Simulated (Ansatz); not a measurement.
Zinc-blende LiCl (model structure) was calculated with LDA in Ansatz (PAW).

Numerical settings: plane-wave cutoff 500 eV, 10×10×10 k mesh, gaussian smearing 0.02 eV, scalar-relativistic PAW data made under PBE.

Cell (relaxed at this level):

LiCl is taken in the cubic space group F-43m (No. 216), the zinc blende structure, Pearson symbol cF8. Cell: a = b = c = 5.3238 Å, α = β = γ = 90.00°. Li on 4a is coordinated by 4 Cl at 2.305 Å (tetrahedral). Cl on 4d is surrounded by 4 Li at 2.305 Å (tetrahedral). (Neighbours: up to the widest gap in distance over summed covalent radii, below 1.35, at either atom; cation-cation and far metal-metal contacts left out.)
(The calculation used a cell of 2 atoms; values per cell refer to that cell.)

Problem. Give the computed band gap.

Solution. 
* **band gap**: 5.91 eV (on the SCF k mesh)

Note: the relaxation could raise the start's symmetry but not lower it, so the cell can be a saddle point.

A model structure was made by putting elements into a prototype or built by hand; it is no filed structure, need not be a known phase, and can be a saddle point held by its symmetry.

Ansatz is an electronic-structure program.
